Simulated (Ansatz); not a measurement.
Start from Os in the hcp (Mg type) structure (space group P6_3/mmc, No. 194; relaxed with 0.1 eV smearing).

```
CELL_PARAMETERS angstrom
      2.72903     0.00000     0.00000
     -1.36451     2.36341     0.00000
      0.00000     0.00000     4.30906
ATOMIC_POSITIONS crystal
  Os 0.66667 0.33333 0.75000
  Os 0.33333 0.66667 0.25000
```

Cartesian axes are those of the cell as printed.

The values are results of PBEsol (Ansatz, an electronic-structure program), no SOC, not measurements.

Strains are applied to the cell and any free atomic positions relax; under biaxial strain the out-of-plane vector relaxes too.

One change was made to it. Results:

| quantity | base | after |
|---|---|---|
| pressure (mean of the normal stresses, compression positive) | 0.0 GPa | 17.5 GPa |
| shortest interatomic distance | 2.669 Å | 2.661 Å |

### Question
Name the change that was made.
A) biaxial strain −1.50 %, plane normal [001], relaxed out of plane
B) biaxial strain −2.50 %, plane normal [001], relaxed out of plane
C) biaxial strain +3.00 %, plane normal [001], relaxed out of plane

### Answer
B, biaxial strain −2.50 %, plane normal [001], relaxed out of plane. For comparison, the pressure in the other runs: biaxial strain −1.50 %, plane normal [001], relaxed out of plane gives 9.8 GPa; biaxial strain +3.00 %, plane normal [001], relaxed out of plane gives -14.9 GPa.

No phonon test of stability was made. The final runs are not spin-polarised.
